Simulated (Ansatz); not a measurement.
Start from BeTe in the zinc blende structure (space group F-43m, No. 216; a = 5.657 Å). Axes: x, y, z lie along the cube axes.

Level of theory: r2SCAN in Ansatz (plane waves to 500 eV, PAW, no SOC).

Before the change:

Smallest direct gap: 4.04 eV
Valence-band top at Γ: 0.00, 0.00, 0.00 eV
Volume per atom: 22.63 Å³
Band gap: 2.37 eV

It is then changed as follows: tensile biaxial strain of 1.67 % in the plane normal to [111], as in epitaxy on a mismatched substrate; the out-of-plane cell vector and the atoms relax.

Problem. What happens to the smallest direct gap?

Solution. The smallest direct gap shrinks by 0.15 eV, from 4.04 eV to 3.89 eV.

Problem. Estimate the effect on the valence-band top at Γ.

Solution. The valence-band top at Γ (three highest levels, from the VBM) changes from 0.00, 0.00, 0.00 eV to 0.00, -0.16, -0.16 eV.

Problem. Predict the new volume per atom.

Solution. The volume per atom goes up by 0.62 Å³, from 22.63 Å³ to 23.25 Å³.

Problem. Estimate the effect on the in-plane stress.

Solution. The mean in-plane stress (compression positive) amounts to -2.2 GPa.

Problem. Estimate the effect on the band gap.

Solution. The band gap decreases by 0.058 eV, from 2.37 eV to 2.32 eV.

Spin-orbit coupling, missing from the scalar runs, can matter with Te. Stability against distortions was not tested.

Ansatz is a program for electronic structure.
